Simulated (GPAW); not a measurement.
Worked example: self-consistent single point of Si3N4 (P6_3/m, 14 atoms in the cell) in GPAW.

Method of the run: vdW-DF, GPAW PAW datasets revPBE (gpaw-data 1.0.1) (plane waves; GPAW).

```
Si3N4
1.0
    7.76880     0.00000     0.00000
   -3.88440     6.72798     0.00000
    0.00000     0.00000     2.96795
Si N
6 8
Direct
  0.23108   0.82495   0.75000
  0.76892   0.17505   0.25000
  0.40613   0.23108   0.25000
  0.59387   0.76892   0.75000
  0.17505   0.40613   0.75000
  0.82495   0.59387   0.25000
  0.33333   0.66667   0.75000
  0.66667   0.33333   0.25000
  0.96919   0.66985   0.75000
  0.03081   0.33015   0.25000
  0.29934   0.96919   0.25000
  0.70066   0.03081   0.75000
  0.33015   0.29934   0.75000
  0.66985   0.70066   0.25000
```

Reference input (self-consistent single point, DFT PBE, plane waves, GPAW PAW datasets PBE (gpaw-data 1.0.1)): mode = pw; ecut = 950 eV; xc = PBE; kpts = 3 3 6; mesh shift (steps) = 0 0 0; occupations.name = fixed-uniform; nbands = -6; convergence.forces = 0.001 eV/Å; convergence.bands = -4; symmetry.symmorphic = false; symmetry.tolerance = 0.0005; maxiter = 100. This run's input differs from it in these lines:

```diff
@@ -25,3 +25,3 @@
 calc = GPAW(mode={'name': 'pw', 'ecut': 950},
-            xc='PBE',
+            xc={'name': 'vdW-DF', 'backend': 'libvdwxc'},
             kpts={'size': (3, 3, 6), 'gamma': True},
```

Its files differ too (potentials: GPAW PAW datasets revPBE (gpaw-data 1.0.1)).

The program printed (abridged):

```
     iter     time        total  log10-change:
                         energy   eigst   dens  force
iter:   1 --:--:--  -254.233240   +0.19
iter:   2 --:--:--  -250.227424   -0.67  -0.57
iter:   3 --:--:--  -237.735423   -0.05  -0.62
iter:   4 --:--:--  -237.885936   -1.22  -1.08
iter:   5 --:--:--  -240.003098   -0.85  -1.13
iter:   6 --:--:--  -238.189218   -0.85  -1.14
iter:   7 --:--:--  -238.224423   -2.08  -2.16
iter:   8 --:--:--  -238.258158   -1.70  -2.07
iter:   9 --:--:--  -238.214756   -2.12  -1.90
iter:  10 --:--:--  -238.214766   -2.55  -2.17
iter:  11 --:--:--  -238.226932c  -2.58  -2.19
   [... lines left out ...]
iter:  28 --:--:--  -238.203854c  -5.31  -3.90
iter:  29 --:--:--  -238.203853c  -5.46  -4.14c
iter:  30 --:--:--  -238.203852c  -5.39  -4.14c
iter:  31 --:--:--  -238.203852c  -5.51  -4.26c
iter:  32 --:--:--  -238.203852c  -5.70  -4.30c
iter:  33 --:--:--  -238.203852c  -5.88  -4.34c
   [... 12 lines left out ...]
iter:  46 --:--:--  -238.203852c  -7.02  -5.61c
iter:  47 --:--:--  -238.203852c  -7.14  -5.60c
iter:  48 --:--:--  -238.203852c  -7.38  -5.70c
iter:  49 --:--:--  -238.203852c  -7.28  -5.75c
iter:  50 --:--:--  -238.203852c  -7.59c -5.82c
iter:  51 --:--:--  -238.203852c  -7.72c -5.85c -4.26c
Converged after 51 iterations.

Dipole moment: (0.000000, -0.000000, -0.000000) |e|*Ang

Energy contributions relative to reference atoms: (reference = -59198.421515)

Kinetic:       +106.429515
Potential:      -95.769977
External:        +0.000000
XC:            -249.620920
Entropy (-ST):   +0.000000
Local:           +0.757530
SIC:             +0.000000
--------------------------
Free energy:   -238.203852
Extrapolated:  -238.203852

Non-local vdW-DF correlation energy: 8.636105
Semilocal GGA_X_PBE_R+LDA_C_PW energy: -808.633179
(Not including atomic contributions)
Showing only first 2 kpts
 Kpt  Band  Eigenvalues  Occupancy
  0    30      6.06351    2.00000
  0    31      6.25122    2.00000
  0    32     10.78333    0.00000
  0    33     10.83434    0.00000

  1    30      5.38742    2.00000
  1    31      6.44149    2.00000
   [... lines left out ...]
Fermi level: 8.61241
Gap: 4.342 eV
Direct gap: 4.532 eV
   [... lines left out ...]
  8 N    -0.04529   -0.01576    0.00000
  9 N     0.04529    0.01576   -0.00000
 10 N    -0.00900   -0.04710    0.00000
 11 N     0.00900    0.04710    0.00000
 12 N     0.03629   -0.03134    0.00000
 13 N    -0.03629    0.03134    0.00000

Stress tensor:
     0.020438    -0.000000     0.000000
    -0.000000     0.020438     0.000000
     0.000000     0.000000     0.020513
Stress (GPa, Voigt): [ 3.2745  3.2745  3.2866  0.      0.     -0.    ]
```

The run converged in 51 iterations. GPAW prints stress with tension positive. Against the reference run the largest force goes from 0.055 to 0.066 eV/Å and the gap on the mesh goes from 4.066 to 4.342 eV.

At such cutoffs GPAW's stress carries a finite-basis (Pulay) error, which enters relaxed cells too; its log prints stress with tension positive.

The starting cell comes from a database of computed structures (which also holds hypothetical and non-ambient phases and stackings), without a prior relaxation at this level. Its lattice was rescaled by a random factor within 2.5 % of one.

Cost on one core of a shared machine: roughly 5 min.
